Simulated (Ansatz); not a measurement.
CdF2 in the fluorite structure; conventional cell a = 5.2974 Å, b = 5.2974 Å, c = 5.2974 Å, α = 90.00°, β = 90.00°, γ = 90.00°.

Unless called populations, κ holds the coherence term between modes besides the Boltzmann populations.

Task: Estimate the lattice thermal conductivity at 300 K from the phonon Boltzmann equation with three-phonon and isotope scattering, DFT at the LDA level (Ansatz, a first-principles code) (third-order constants from a 81-atom supercell out to 4.9 Å, harmonic mesh 6×6×6, k mesh 6×6×6, scattering mesh 17×17×17).

Result: κ = 5.3 W/(m K). Supercell, cutoff and meshes were set by a common rule and not converged for this crystal in particular.

Computed at 300 K against measurement: lattice thermal conductivity 5.26 computed, 4.30 measured W/(m K) (+22 %; Plata, Jose J., Usanmaz, Demet, Nath, Pinku et al., arXiv (Cornell University) (2016), arXiv:1611.05481).  

The PAW data sets were generated under PBE and serve the other functionals too.
